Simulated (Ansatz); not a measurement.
# Response to strain in Sn

Consider Sn in the diamond structure (space group Fd-3m, No. 227; a = 6.656 Å; relaxed with 0.1 eV smearing).

Strains are applied to the cell and any free atomic positions relax.

Method: PBE/PAW in Ansatz (a first-principles code), spin-orbit coupling left out.

Candidates:
(a) isotropic strain −1.00 %
(b) isotropic strain +1.50 %
(c) isotropic strain +2.00 %

Notes on the quantities. energy relative to the base: free energy F.

Problem. Order them by energy relative to the base, highest first.

Solution. (c) isotropic strain +2.00 % (+14 meV/atom), (b) isotropic strain +1.50 % (+7.9 meV/atom), (a) isotropic strain −1.00 % (+3.8 meV/atom)

No phonon test of stability was made.
